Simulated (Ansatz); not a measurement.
A relaxation of cell and atoms of MnS (Fm-3m, 4 atoms in the cell) with Ansatz (an electronic-structure program).

Method of the run: PBE (plane waves, PAW; Ansatz).

```yaml
crystal:
  lattice:
    - [5.22000, 2.61000, 2.61000]
    - [2.61000, 5.22000, 2.61000]
    - [2.61000, 2.61000, 5.22000]
  atoms:
    - { symbol: Mn, position: [0.00000, 0.00000, 0.00000], spin: 5.0 }
    - { symbol: Mn, position: [0.50000, 0.50000, 0.50000], spin: -5.0 }
    - { symbol: S, position: [0.25000, 0.25000, 0.25000] }
    - { symbol: S, position: [0.75000, 0.75000, 0.75000] }
```
(The spins are starting values, not results.)

Reference input (self-consistent single point, DFT, PBE, plane waves, default PAW files): kpoints.mp_grid.grid = 4 4 4; hamiltonian.xc = pbe; hamiltonian.pseudopotentials = {kind: paw} (the program's default PAW files); magnetization.spin_polarized = true; scf.occupations.method = fermi_dirac; scf.occupations.width = 0.02 eV. This run's input differs from it in these lines:

```diff
@@ -24,2 +24,4 @@
     width: 0.02
+relax:
+  cell: {}
 output:
```

Output (repeated stretches shortened):

```
   [... SCF lines of the steps left out ...]
relax step   1: F+E_penalty+E_count = -9603.87013193 eV  Δ(F+E_penalty+E_count) = +0.000e0 eV  max|allowed force component| = 2.757e-7 eV/Å  Δτ_max = 0.0000 Å  P = -3.346 GPa  Ω = 71.118 Å³  (11 SCF iters, dr2 threshold 1.00e-7 eV, accepted)
relax step   2: F+E_penalty+E_count = -9603.90768498 eV  Δ(F+E_penalty+E_count) = -3.755e-2 eV  max|allowed force component| = 3.883e-7 eV/Å  Δτ_max = 0.0000 Å  P = -0.563 GPa  Ω = 68.321 Å³  energy of the carried Pulay correction = +6.826e-4 eV  (8 [...]
   [... lines left out ...]
relax step   4: F+E_penalty+E_count = -9603.90874912 eV  Δ(F+E_penalty+E_count) = -1.546e-6 eV  max|allowed force component| = 3.690e-8 eV/Å  Δτ_max = 0.0000 Å  P = -0.000 GPa  Ω = 67.825 Å³  energy of the carried Pulay correction = +8.064e-4 eV  (6 [...]
relax step   5: F+E_penalty+E_count = -9603.90791934 eV  Δ(F+E_penalty+E_count) = +8.298e-4 eV  max|allowed force component| = 6.818e-8 eV/Å  Δτ_max = 0.0000 Å  P = +0.005 GPa  Ω = 67.825 Å³  stress off target by 7.04e-3 GPa  SCF on the basis [...]
basis re-selected at this cell: Δ(F+E_penalty+E_count) = +8.298e-4 eV, ΔP = +0.005 GPa vs the last step
the relaxation is at rest under the 12 symmetry operations that the run kept from its start: a minimum is not shown …
the relaxation's final electronic state is not compared with the one that a single-point calculation of its input finds at the relaxed geometry …
Magnetization: 0.0000 μB (21.0000 up, 21.0000 down)
   [... lines left out ...]
Absolute magnetization: 8.8255 μB (∫|ρ↑−ρ↓|, with the PAW one-centre terms)
Free energy (F): -9603.907919 eV
Fermi energy:    10.938842 eV
  cell:  # Å, volume = 67.8247 Å³
   [... lines left out ...]
    - [2.531476734751129, 2.531476734751129, 5.113160711763495]
  atoms:
    - { symbol: Mn, position: [-2.376955786208822e-25, 7.923185934076537e-26, 3.961592975036069e-25] }
    - { symbol: Mn, position: [0.5000000000000002, 0.5000000000000002, 0.5000000000000002] }
    - { symbol: S, position: [0.24999999970392325, 0.24999999970392325, 0.2499999997039234] }
    - { symbol: S, position: [0.750000000296077, 0.750000000296077, 0.7500000002960772] }
```

The run converged. 

Summary of the result:
Free energy E − TS (on the zero of these files): -9603.9079 eV
Top of the valence band (on the code's own zero): 10.58 eV
Gap on the k-point mesh: 0.74 eV
Pressure: 0.00 GPa
Size of the cell's spin moment: 0.00 μB
Final cell: a = 6.2419 Å, b = 6.2419 Å, c = 6.2419 Å, α = 34.01°, β = 34.01°, γ = 34.01°
Final volume per atom: 16.96 Å³
Relaxation steps: 5

The starting cell has typed, rounded lattice constants, without a prior relaxation at this level. The magnetic order is the one reached from the typed start; others were not searched systematically. The relaxation keeps the symmetry of its start, so its end need not be a minimum. Ansatz's pressure includes its estimate of the finite-basis (Pulay) stress.

Keys are those of Ansatz 0.2.
